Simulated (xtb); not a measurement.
xtb 6.7.1, GFN1-xTB: Cr(NH)2(Cl)(OMe) (C[O][Cr](=[NH])(=[NH])[Cl]), 11 atoms. The geometry is a generated start, not checked to be a minimum at this level.

```json
{
  "method": "GFN1-xTB",
  "--acc": "1 (default)",
  "--etemp (K)": "300 (default)",
  "detailed input (--input)": "none: ANC optimiser, Lindh (1995) Hessian, microcycle=20, maxdispl=1.0, hlow=0.01 (default)",
  "basis_functions": "46",
  "valence_electrons": "38"
}
```

```xyz
11

Cr    -0.9380     0.1500    -0.3513
N     -1.6200    -1.3392    -0.3803
H     -1.9903    -2.2595    -0.5721
N     -0.8006     0.7808    -1.8555
H     -0.6969     1.0106    -2.8350
Cl    -2.3625     1.3633     0.5871
O      0.4908     0.1957     0.5268
C      1.7257     0.0543     1.0993
H      1.9836    -1.0126     1.1707
H      2.4895     0.5753     0.5017
H      1.7187     0.4814     2.1086
```

Charge 0 and multiplicity 1 are set for this test and not shown to be the ground state.

The structure is relaxed from this start with --opt LEVEL for the levels crude, sloppy, loose, lax, normal, tight, vtight, extreme, once each. Up to the end of the extreme run atoms move by at most 0.13 Å along an axis.

Task: What is the loosest level that ends within 1 meV of the extreme run, and how many cycles does it take?

Result: lax: 8 cycles against 74, ending 0.77 meV above.

```
level    cycles  energy above the extreme run (meV)  gradient norm (eV/Å)
-------  ------  ----------------------------------  --------------------
crude         4                                 4.0                  0.19
sloppy        5                                 2.7                  0.14
loose         5                                 2.7                  0.14
lax           8                                0.77                  0.12
normal       10                                0.44                 0.030
tight        14                                0.28                0.0085
vtight       51                               0.044                0.0015
extreme      74                                   —               0.00098
```
